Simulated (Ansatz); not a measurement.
Base system: BN in the wurtzite structure (space group P6_3mc, No. 186; a = 2.5545 Å, c = 4.2246 Å). Axes: x lies along a and z along c of the hexagonal cell.

Level of theory: Ansatz (an electronic-structure program), PBE, PAW, cutoff 420 eV, no spin-orbit coupling.

The change: the cell is scaled by 1.0180 in all directions, atoms relaxed at fixed cell.

Predict the stress tensor and what it implies for the stiffness.

Stress of the strained cell less that of the base (GPa, compression positive):
```
 -17.95    0.00    0.00
   0.00  -17.95    0.00
   0.00    0.00  -18.07
```

Then B = −ΔP/(ΔV/V₀) with ΔV/V₀ = 0.0550 gives secant stiffness values (nonlinear terms included at this strain): B (at held cell shape, above the free-shape value) ≈ 327 GPa.

As a check, the harmonic strain energy −½ V₀ Δσ:ε is 18 meV/atom; the computed energy rise is 19 meV/atom.

No phonon test of stability was made.
